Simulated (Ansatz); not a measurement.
The starting structures come from a database of crystals and need not be the phases stable at ambient conditions.

 Where the default PAW files enter, the runs use the earlier of Ansatz's two default sets.

By PBEsol, the system below comes out a metal.

Without scattering a metal conducts by its projected Fermi surface.

Here is the system:

```
Cu3Sn
1.0
    5.61693     0.00000     0.00000
   -2.80846     4.86440     0.00000
    0.00000     0.00000     4.27269
Cu Sn
6 2
Direct
  0.15577   0.31154   0.75000
  0.84423   0.68846   0.25000
  0.84423   0.15577   0.25000
  0.15577   0.84423   0.75000
  0.68846   0.84423   0.75000
  0.31154   0.15577   0.25000
  0.33333   0.66667   0.25000
  0.66667   0.33333   0.75000
```

Space group of this cell: P6_3/mmc. The cell is strained (lengths across the current scaled by 1.02, ions clamped); by PBEsol its mean pressure is -6.1 GPa.

The current flows along the normal of the first two printed cell vectors, the (001) (indices of the unstrained crystal) plane of the conventional cell. No spin-orbit coupling; the value is a mean over 0.1 eV about the Fermi level.

Problem. Give the ballistic conductance per area that PBEsol (Ansatz, a first-principles code) yields.

Solution. 0.70 × 10¹⁵ S/m² for both spins.
